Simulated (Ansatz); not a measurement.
# BiB in the CsCl type structure (space group Pm-3m, No. 221; a hypothetical phase, not in the database extracts checked)

```cif
data_BBi
_chemical_formula_sum 'B1 Bi1'
_space_group_name_H-M_alt 'Pm-3m'
_space_group_IT_number 221
_space_group_name_Hall '-P 4 2 3'
_cell_length_a 3.31012
_cell_length_b 3.31012
_cell_length_c 3.31012
_cell_angle_alpha 90.000
_cell_angle_beta 90.000
_cell_angle_gamma 90.000
loop_
_atom_site_label
_atom_site_type_symbol
_atom_site_symmetry_multiplicity
_atom_site_Wyckoff_symbol
_atom_site_fract_x
_atom_site_fract_y
_atom_site_fract_z
_atom_site_occupancy
B1 B 1 a 0.00000 0.00000 0.00000 1
Bi1 Bi 1 b 0.50000 0.50000 0.50000 1
```

The values are results of Ansatz (a first-principles code) PBEsol, without spin-orbit coupling, not measurements. Settings: 14×14×14 k-points, 0.05 eV Fermi–Dirac smearing.

```json
{
  "volume_per_atom": "18.13 Å³",
  "density": "10.06 g/cm³",
  "band_gap": "zero",
  "total_energy": "-6195.797 eV/atom (σ→0; compares only within this code and set-up)"
}
```

No phonon test of stability was made. All final runs are without spin polarisation.
